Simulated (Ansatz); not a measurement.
# A computed series for WSe2: response to strain

Start from WSe2 in the 2H-MoS2 type structure (space group P6_3/mmc, No. 194; a = 3.279 Å, c = 12.786 Å; layered, stacked along the Cartesian z axis). Axes: x lies along a and z along c of the hexagonal cell.

Strains are applied to the cell and any free atomic positions relax; under biaxial strain the out-of-plane vector relaxes too; under stress the whole cell relaxes.

All numbers come from PBE-D3(BJ) (Ansatz, an electronic-structure program, PAW, without spin-orbit coupling), earlier PAW set.

```csv
case,shortest interatomic distance,band gap,smallest direct gap,hole mass
base,4.788 bohr,0.87 eV,1.57 eV,"1.3 mₑ along c, 0.70 mₑ across (at Γ)"
"biaxial strain −4.25 %, plane normal [001], relaxed out of plane",4.747 bohr,0.76 eV,1.44 eV,"0.66 mₑ out of plane, 0.54 mₑ in plane (at K)"
"biaxial strain −1.83 %, plane normal [001], relaxed out of plane",4.769 bohr,0.90 eV,1.74 eV,"1.1 mₑ out of plane, 0.90 mₑ in plane (at Γ)"
"biaxial strain −1.55 %, plane normal [001], relaxed out of plane",4.772 bohr,0.90 eV,1.77 eV,"1.1 mₑ out of plane, 0.86 mₑ in plane (at Γ)"
"biaxial strain −0.64 %, plane normal [001], relaxed out of plane",4.781 bohr,0.88 eV,1.65 eV,"1.2 mₑ out of plane, 0.77 mₑ in plane (at Γ)"
isotropic strain +1.22 %,4.806 bohr,0.94 eV,1.44 eV,"1.3 mₑ along c, 0.70 mₑ across (at Γ)"
isotropic strain +1.90 %,4.816 bohr,0.97 eV,1.37 eV,"1.3 mₑ along c, 0.69 mₑ across (at Γ)"
uniaxial strain ε_zz = −1.06 %,4.786 bohr,…,1.55 eV,"1.4 mₑ along z, 0.64 mₑ across (at Γ)"
"uniaxial stress, 0.5 GPa tension along z",4.790 bohr,0.91 eV,…,"1.2 mₑ along z, 0.75 mₑ across (at Γ)"
```

Some entries are withheld; estimate them.


- uniaxial strain ε_zz = −1.06 %, band gap: 0.82 eV
- uniaxial stress, 0.5 GPa tension along z, smallest direct gap: 1.58 eV

With W present, leaving out spin-orbit coupling can change the band edges. Effective masses come from finite differences of ±0.01 Å⁻¹. Stability under load was not tested beyond the relaxation.
